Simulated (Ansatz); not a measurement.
For Pt (model structure, from the simple cubic type, Pm-3m, No. 221), PBEsol (Ansatz, an electronic-structure program, PAW) gives:

| Property | Value |
|---|---|
| equilibrium lattice constant a | 2.587 Å |
| bulk modulus B0 | 219 GPa |

Question: What does r²SCAN in Ansatz (plane waves, PAW) give for the same quantities?

Answer: 
- lattice constant a: 2.604 Å (goes up by 0.7 %)
- bulk modulus: 205 GPa (drops by 6.4 %)

Changes are worked out from the printed values.

Unless a cell is named, each level is at its own relaxed cell (PBEsol 17.31, r²SCAN 17.65 Å³/atom).

Levels without +SOC leave out spin–orbit coupling, which shifts energies and cells of such heavy elements.

Caveats: the bulk modulus is −V dP/dV from two relaxed cells at ±2 % in volume (PBEsol, r²SCAN). Ansatz's density-functional and Hartree–Fock values are scalar-relativistic unless marked +SOC, with PAW data made under PBE.

A model structure was made by putting elements into a prototype or built by hand; it is no filed structure, need not be a known phase, and can be a saddle point held by its symmetry.
